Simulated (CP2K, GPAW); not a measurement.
A CP2K input for a self-consistent single point of MgAl2C2 (P-3m1, 5 atoms in the cell) (DFT PBEsol, GPW, DZVP-MOLOPT-SR-GTH basis, GTH-PBE potentials (GTH_POTENTIALS)):

```
&GLOBAL
  PROJECT mg(alc)2
  RUN_TYPE ENERGY_FORCE
  PRINT_LEVEL LOW
&END GLOBAL
&FORCE_EVAL
  METHOD Quickstep
  STRESS_TENSOR ANALYTICAL
  &DFT
    BASIS_SET_FILE_NAME BASIS_MOLOPT
    POTENTIAL_FILE_NAME GTH_POTENTIALS
    &QS
      METHOD GPW
      EPS_DEFAULT 1E-10
    &END QS
    &MGRID
      CUTOFF 1000
      REL_CUTOFF 50
      NGRIDS 5
    &END MGRID
    &SCF
      SCF_GUESS ATOMIC
      EPS_SCF 1E-6
      MAX_SCF 100
      ADDED_MOS 5
      &DIAGONALIZATION
        ALGORITHM STANDARD
      &END DIAGONALIZATION
      &MIXING
        METHOD BROYDEN_MIXING
        ALPHA 0.4
        NBUFFER 8
        BETA 1
      &END MIXING
    &END SCF
    &KPOINTS
      SCHEME MONKHORST-PACK 8 8 4
      GAMMA_CENTERED T
    &END KPOINTS
    &XC
      &XC_FUNCTIONAL
        &PBE
          PARAMETRIZATION PBESOL
        &END PBE
      &END XC_FUNCTIONAL
    &END XC
    &PRINT
      &MO
        EIGENVALUES T
        OCCUPATION_NUMBERS T
        NDIGITS 8
        FILENAME mo
        &EACH
          QS_SCF 0
        &END EACH
        ADD_LAST NUMERIC
      &END MO
      &MULLIKEN OFF
      &END MULLIKEN
    &END PRINT
  &END DFT
  &SUBSYS
    &CELL
      A 3.27997300 0.00000000 0.00000000
      B -1.63998600 2.84054000 0.00000000
      C 0.00000000 0.00000000 5.63362200
      PERIODIC XYZ
    &END CELL
    &COORD
      SCALED
      Mg       0.00000000     0.00000000     0.00000000
      Al       0.66666700     0.33333300     0.35001000
      Al       0.33333300     0.66666700     0.64999000
      C        0.33333300     0.66666700     0.27008000
      C        0.66666700     0.33333300     0.72992000
    &END COORD
    &KIND Mg
      BASIS_SET DZVP-MOLOPT-SR-GTH
      POTENTIAL GTH-PBE-q10
    &END KIND
    &KIND Al
      BASIS_SET DZVP-MOLOPT-SR-GTH
      POTENTIAL GTH-PBE-q3
    &END KIND
    &KIND C
      BASIS_SET DZVP-MOLOPT-SR-GTH
      POTENTIAL GTH-PBE-q4
    &END KIND
  &END SUBSYS
  &PRINT
    &FORCES ON
    &END FORCES
    &STRESS_TENSOR ON
    &END STRESS_TENSOR
  &END PRINT
&END FORCE_EVAL
```

**Question.** Write the same calculation as an input for GPAW.

**Answer.** This is the input that was run; spellings and numerical settings could be chosen otherwise.

```python
from ase import Atoms
from ase.units import GPa
from gpaw import GPAW, PW, FermiDirac

atoms = Atoms(['Mg', 'Al', 'Al', 'C', 'C'],
              cell=[[3.279973, 0.000000, 0.000000],
                    [-1.639986, 2.840540, 0.000000],
                    [0.000000, 0.000000, 5.633622]],
              scaled_positions=[[0.000000, 0.000000, 0.000000],
                                [0.666667, 0.333333, 0.350010],
                                [0.333333, 0.666667, 0.649990],
                                [0.333333, 0.666667, 0.270080],
                                [0.666667, 0.333333, 0.729920]],
              pbc=True)

calc = GPAW(mode=PW(900),
            xc='PBEsol',
            kpts={'size': (8, 8, 4), 'gamma': True},
            occupations=FermiDirac(0.0),
            nbands=-8,
            convergence={'density': 1e-05, 'bands': -6},
            symmetry={'symmorphic': False, 'tolerance': 0.0005},
            maxiter=120,
            txt='-')

atoms.calc = calc

energy = atoms.get_potential_energy()
print('Energy (eV):', round(energy, 6))
forces = atoms.get_forces()
print('Forces (eV/Ang):')
print(forces.round(5))
stress = atoms.get_stress()
print('Stress (GPa, Voigt):', (stress / GPa).round(4))
```

Basis settings and potentials, where a program has them, do not carry over. This input uses DFT PBEsol, plane waves, GPAW PAW datasets PBEsol (made by gpaw-setup).

The starting cell comes from a database of computed structures (which also holds hypothetical and non-ambient phases and stackings), without a prior relaxation at this level. Its lattice was rescaled by a random factor within 2.5 % of one. For this run, on top of that: lattice scaled by 0.98.
